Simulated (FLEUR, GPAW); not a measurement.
A FLEUR input for a self-consistent single point of CdS (F-43m, 2 atoms in the cell) (DFT, PBE, all-electron FLAPW (FLEUR), scalar-relativistic valence):

Input of the input generator:

```
CdS FLAPW
&input film=f /
-0.0000000000 5.4501515571 5.4501515571
5.4501515571 -0.0000000000 5.4501515571
5.4501515571 5.4501515571 -0.0000000000
1.0
1.0 1.0 1.0

2
48 0.0000000000 0.0000000000 0.0000000000
16 0.2500000000 0.2500000000 0.2500000000

&comp jspins=1 /
&kpt div1=5 div2=5 div3=5 /
&end /
```

```xml
<?xml version="1.0" encoding="UTF-8" standalone="no"?>
<fleurInput fleurInputVersion="0.39">
   <comment>
      CdS FLAPW                                                                                           
   </comment>
   <calculationSetup>
      <cutoffs Kmax="4.5" Gmax="18.0" GmaxXC="18.0" numbands="0"/>
      <scfLoop itmax="100" minDistance="0.00001" maxIterBroyd="99" imix="Anderson" alpha="0.05" precondParam="0.0" spinf="2.0"/>
      <coreElectrons ctail="T" frcor="F" kcrel="0" coretail_lmax="0"/>
      <xcFunctional name="pbe" relativisticCorrections="F"/>
      <magnetism jspins="1"/>
      <soc l_soc="F" theta="0.0" phi="0.0" spav="F"/>
      <expertModes spex="0" secvar="F"/>
      <geometryOptimization l_f="T" forcealpha="1.0" forcemix="BFGS" epsdisp="0.00001" epsforce="0.00001"/>
      <ldaU l_linMix="F" mixParam="0.05" spinf="1.0"/>
   </calculationSetup>
   <cell>
      <bzIntegration valenceElectrons="24.0" mode="hist" fermiSmearingEnergy="0.0001">
         <kPointListSelection listName="default-1"/>
         <!-- k-points included here -->
         <xi:include xmlns:xi="http://www.w3.org/2001/XInclude" href="kpts.xml"> </xi:include>
      </bzIntegration>
      <!-- symmetry operations included here -->
      <xi:include xmlns:xi="http://www.w3.org/2001/XInclude" href="sym.xml"> </xi:include>
      <bulkLattice scale="1.0">
         <bravaisMatrix>
            <row-1>    0.0000000000000000     5.4501515570999999     5.4501515570999999</row-1>
            <row-2>    5.4501515570999999     0.0000000000000000     5.4501515570999999</row-2>
            <row-3>    5.4501515570999999     5.4501515570999999     0.0000000000000000</row-3>
         </bravaisMatrix>
      </bulkLattice>
   </cell>
   <atomSpecies>
      <species name="Cadmium (Cd)" element="Cd" atomicNumber="48">
         <mtSphere radius="2.68" gridPoints="925" logIncrement="0.014"/>
         <atomicCutoffs lmax="10" lnonsphr="8"/>
         <electronConfig flipSpins="F">
            <coreConfig>(1s1/2) (2s1/2) (2p1/2) (2p3/2) (3s1/2) (3p1/2) (3p3/2) (4s1/2) (3d3/2) (3d5/2)</coreConfig>
            <valenceConfig>(4p1/2) (4p3/2) (5s1/2) (4d3/2) (4d5/2)</valenceConfig>
         </electronConfig>
         <energyParameters s="5" p="5" d="4" f="4"/>
         <lo type="SCLO" l="1" n="4" eDeriv="0"/>
      </species>
      <species name="Sulfur (S)" element="S" atomicNumber="16">
         <mtSphere radius="1.77" gridPoints="613" logIncrement="0.019"/>
         <atomicCutoffs lmax="8" lnonsphr="6"/>
         <electronConfig flipSpins="F">
            <coreConfig>(1s1/2) (2s1/2) (2p1/2) (2p3/2)</coreConfig>
            <valenceConfig>(3s1/2) (3p1/2) (3p3/2)</valenceConfig>
            <stateOccupation state="(3p1/2)" spinUp="0.6666666666667" spinDown="0.6666666666667"/>
            <stateOccupation state="(3p3/2)" spinUp="1.3333333333333" spinDown="1.3333333333333"/>
         </electronConfig>
         <energyParameters s="3" p="3" d="3" f="4"/>
      </species>
   </atomSpecies>
   <atomGroups>
      <atomGroup species="Cadmium (Cd)">
         <relPos label="                   1">.0000000000 .0000000000 .0000000000</relPos>
         <force calculate="T" relaxXYZ="TTT"/>
      </atomGroup>
      <atomGroup species="Sulfur (S)">
         <relPos label="                   2">1.000/4.000 1.000/4.000 1.000/4.000</relPos>
         <force calculate="T" relaxXYZ="TTT"/>
      </atomGroup>
   </atomGroups>
   <output dos="F" band="F" slice="F">
      <checks vchk="F" cdinf="F"/>
      <bandDOS minEnergy="-.5*Htr" maxEnergy="0.5*Htr" sigma="0.015" storeEVData="T"/>
      <vacuumDOS vacdos="F" integ="F" star="F" nstars="0" locx1="0.0" locy1="0.0" locx2="0.0" locy2="0.0" nstm="0" tworkf="0.0"/>
      <unfoldingBand unfoldBand="F" supercellX="1" supercellY="1" supercellZ="1"/>
      <plotting iplot="0" polar="F">
         <plot TwoD="T" vec1="  1.0  0.0  0.0" vec2="  0.0  1.0  0.0" vec3="  0.0  0.0  1.0" zero="  0.0  0.0  0.0" file="plot"/>
      </plotting>
      <chargeDensitySlicing numkpt="0" minEigenval="0.0" maxEigenval="0.0" nnne="0" pallst="F"/>
      <specialOutput eonly="F"/>
      <magneticCircularDichroism mcd="F" energyLo="-10.0" energyUp="0.0"/>
   </output>
  <!-- We include the file relax.xml here to enable relaxations (see documentation) -->
  <xi:include xmlns:xi="http://www.w3.org/2001/XInclude" href="relax.xml"> <xi:fallback/> </xi:include>
</fleurInput>
```

**Question.** Give the GPAW input for the same structure, mesh, smearing and functional.

**Answer.** One input that does it (others would too):

```python
from ase import Atoms
from ase.units import GPa
from gpaw import GPAW

atoms = Atoms(['Cd', 'S'],
              cell=[[0.000000, 2.884096, 2.884096],
                    [2.884096, 0.000000, 2.884096],
                    [2.884096, 2.884096, 0.000000]],
              scaled_positions=[[0.000000, 0.000000, 0.000000],
                                [0.250000, 0.250000, 0.250000]],
              pbc=True)

calc = GPAW(mode={'name': 'pw', 'ecut': 600},
            xc='PBE',
            kpts=(5, 5, 5),
            occupations={'name': 'fixed-uniform'},
            nbands=-4,
            convergence={'density': 1e-05, 'energy': 1e-05, 'bands': -2},
            symmetry={'symmorphic': False, 'tolerance': 0.0005},
            maxiter=150)

atoms.calc = calc

energy = atoms.get_potential_energy()
print('Energy (eV):', round(energy, 6))
forces = atoms.get_forces()
print('Forces (eV/Ang):')
print(forces.round(5))
stress = atoms.get_stress()
print('Stress (GPa, Voigt):', (stress / GPa).round(4))
```

Basis, cutoffs, solver keys and any potentials are the target program's own. This input uses DFT PBE, plane waves, GPAW PAW datasets PBE (gpaw-data 1.0.1).

The starting cell comes from a database of computed structures (which also holds hypothetical and non-ambient phases and stackings), without a prior relaxation at this level. For this run, on top of that: lattice scaled by 0.98.
